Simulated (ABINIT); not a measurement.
ABINIT run on La2Cu2SeSO2 (P4mm, 8 atoms in the cell): self-consistent single point.

Computed with PBEsol, PAW (JTH v2.0 PBE PAW, files made for PBE) (plane waves; ABINIT).

The change in words: lattice scaled by 0.98. Reference geometry:
```xyz
8
Lattice="4.0614 0.0000 0.0000 0.0000 4.0614 0.0000 0.0000 0.0000 8.7682" Properties=species:S:1:pos:R:3 pbc="T T T"
La     2.0307     2.0307     7.5305
La     0.0000     0.0000     1.2793
Cu     0.0000     2.0307     4.3107
Cu     2.0307     0.0000     4.3107
Se     0.0000     0.0000     5.8584
S      2.0307     2.0307     2.9695
O      0.0000     2.0307     0.0227
O      2.0307     0.0000     0.0227
```

Reference input (self-consistent single point, DFT, PBEsol, plane waves, PAW (JTH v2.0 PBE PAW, files made for PBE)): ecut = 816 eV; pawecutdg = 1633 eV; pawxcdev = 0; ixc = -116133; occopt = 3; tsmear = 0.00073499 Ha; ngkpt = 5 5 3; nshiftk = 1; shiftk = 0 0 0; potentials = JTH v2.0 PBE PAW; nband = 53; kptopt = 1. This run's input differs from it in these lines:

```diff
@@ -3,3 +3,3 @@
 pseudos "La.GGA_PBE-JTH.xml, Cu.GGA_PBE-JTH.xml, Se.GGA_PBE-JTH.xml, S.GGA_PBE-JTH.xml, O.GGA_PBE-JTH.xml"
-acell 4.0614370000 4.0614370000 8.7681640000 Angstrom
+acell 3.9802080000 3.9802080000 8.5928010000 Angstrom
 rprim
```

Output (repeated stretches shortened):

```
--- !BeginCycle
solver: {iscf: 17, nstep: 60, nline: 4, wfoptalg: 10, }
tolerances: {tolvrs: 1.00E-11, }
...

     iter   Etot(hartree)      deltaE(h)  residm     nres2
 ETOT  1  -506.45920503092    -5.065E+02 5.498E+00 1.729E+03
 ETOT  2  -521.59249406296    -1.513E+01 7.299E-01 1.967E+03
 ETOT  3  -513.33411663959     8.258E+00 6.554E-01 5.045E+02
 ETOT  4  -513.02704546785     3.071E-01 1.125E-01 1.821E+02
 ETOT  5  -512.88979554655     1.372E-01 5.266E-02 1.356E+02
   [... 29 lines left out ...]
 ETOT 35  -512.28067991741    -3.320E-11 6.503E-05 8.841E-10
 ETOT 36  -512.28067991741     2.387E-12 4.931E-05 1.384E-09
 ETOT 37  -512.28067991743    -2.410E-11 6.425E-05 3.481E-10
 ETOT 38  -512.28067991740     2.672E-11 4.834E-05 6.297E-12
 At SCF step   38       nres2   =  6.30E-12 < tolvrs=  1.00E-11 =>converged.

 Cartesian components of stress tensor (hartree/bohr^3)
  sigma(1 1)= -7.33197470E-06  sigma(3 2)=  0.00000000E+00
  sigma(2 2)= -7.33197470E-06  sigma(3 1)=  0.00000000E+00
  sigma(3 3)=  3.72348233E-06  sigma(2 1)=  0.00000000E+00

 ----iterations are completed or convergence reached----

 reduced coordinates (array xred) for    8 atoms
       0.500000000000      0.500000000000      0.858850000000
       0.000000000000      0.000000000000      0.145900000000
       0.000000000000      0.500000000000      0.491630000000
       0.500000000000      0.000000000000      0.491630000000
       0.000000000000      0.000000000000      0.668150000000
       0.500000000000      0.500000000000      0.338670000000
   [... lines left out ...]
 Fermi (or HOMO) energy (hartree) =   0.21020   Average Vxc (hartree)=  -0.41012
 Fermi (or HOMO) energy (eV) =   5.71990   Average Vxc (eV)= -11.15989
   [... lines left out ...]
'-kT*entropy'       :  2.63423765505201E-15
total_energy        : -5.12280679928054E+02
total_energy_eV     : -1.39398662255841E+04
...

-Cartesian components of stress tensor (GPa)         [Pressure=  1.0729E-01 GPa]
- sigma(1 1)= -2.15714107E-01  sigma(3 2)=  0.00000000E+00
- sigma(2 2)= -2.15714107E-01  sigma(3 1)=  0.00000000E+00
- sigma(3 3)=  1.09548614E-01  sigma(2 1)=  0.00000000E+00

 Calculation completed.
```

The run converged in 38 iterations. Against the reference run the free energy falls by 19.4 meV/atom, the pressure goes from -6.08 to 0.11 GPa, the largest force goes from 0.342 to 0.584 eV/Å and the gap on the mesh goes from 1.459 to 1.541 eV.

The starting cell comes from a database of computed structures (which also holds hypothetical and non-ambient phases and stackings), without a prior relaxation at this level. Its lattice was rescaled by a random factor within 2.5 % of one. For this run, on top of that: lattice scaled by 0.98. The potentials were made for another functional than the one used.

Cost on one core of a shared machine: roughly 9 min.
